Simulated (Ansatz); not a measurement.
Input:

```yaml
crystal:
  lattice:
    - [3.18258, 0.00000, 0.00000]
    - [-1.59129, 2.75620, 0.00000]
    - [0.00000, 0.00000, 5.18546]
  atoms:
    - { symbol: Ga, position: [0.66667, 0.33333, 0.49919] }
    - { symbol: Ga, position: [0.33333, 0.66667, 0.99919] }
    - { symbol: N, position: [0.66667, 0.33333, 0.87581] }
    - { symbol: N, position: [0.33333, 0.66667, 0.37581] }
```

Level of theory: r2SCAN, rigid bands (plane waves, PAW, scalar-relativistic; Ansatz, a quantum-chemistry and plane-wave program). Condition of this run: functional r2SCAN on the same cell. Geometry: cell and atoms relaxed with PBEsol.

**Question.** What conductivity effective mass do dilute electrons have at 300 K?

**Answer.** 0.200 (x), 0.200 (y), 0.180 (z) mₑ.

**Question.** What conductivity effective mass do dilute holes have at 300 K?

**Answer.** 1.41 (x), 1.41 (y), 1.74 (z) mₑ.

**Question.** And the band gap?

**Answer.** 2.35 eV at this level; semilocal functionals usually fall short of the measured gap.

Rigid bands, one relaxation time for all states, no polarons. Spin-orbit coupling is left out; where it splits the top of the valence band it changes the hole mass and lowers the gap by about a third of the splitting. Geometry: cell and atoms relaxed with PBEsol.
